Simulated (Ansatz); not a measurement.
# A computed series for Y: response to strain

Start from Y in the hcp (Mg type) structure (space group P6_3/mmc, No. 194).

```
CELL_PARAMETERS angstrom
      3.68257     0.00000     0.00000
     -1.84129     3.18920     0.00000
      0.00000     0.00000     5.69848
ATOMIC_POSITIONS crystal
  Y  0.33333 0.66667 0.75000
  Y  0.66667 0.33333 0.25000
```

Cartesian axes are those of the cell as printed.

Strains are applied to the cell and any free atomic positions relax; under biaxial strain the out-of-plane vector relaxes too.

Method: r2SCAN/PAW in Ansatz (a program for electronic structure), no SOC.

Notes on the quantities. pressure: mean of the normal stresses, compression positive.

```tsv
case	volume per atom	pressure	space group
base	33.46 Å³	0.0 GPa	P6_3/mmc (No. 194)
biaxial strain −3.02 %, plane normal [001], relaxed out of plane	32.01 Å³	2.0 GPa	P6_3/mmc (No. 194)
biaxial strain −0.72 %, plane normal [001], relaxed out of plane	33.10 Å³	0.5 GPa	P6_3/mmc (No. 194)
biaxial strain +1.21 %, plane normal [001], relaxed out of plane	34.07 Å³	-0.7 GPa	P6_3/mmc (No. 194)
isotropic strain −5.91 %	27.87 Å³	?	P6_3/mmc (No. 194)
isotropic strain −1.40 %	32.08 Å³	1.8 GPa	P6_3/mmc (No. 194)
isotropic strain +4.95 %	38.68 Å³	-4.7 GPa	P6_3/mmc (No. 194)
isotropic strain +5.32 %	39.09 Å³	?	P6_3/mmc (No. 194)
tensor shear ε_xz = +0.72 %	33.46 Å³	0.0 GPa	C2/c (No. 15)
tensor shear ε_xy = −0.82 %	33.46 Å³	0.0 GPa	P2_1/m (No. 11)
```

What belongs in the blanks?


- isotropic strain −5.91 %, pressure: 9.6 GPa
- isotropic strain +5.32 %, pressure: -4.9 GPa

Without a gap, meshes like the base's 15×15×8 leave anisotropic stresses uncertain by several tenths of a GPa, and small strain energies with them. Whether these cells are dynamically stable was not tested. All final runs are without spin polarisation.
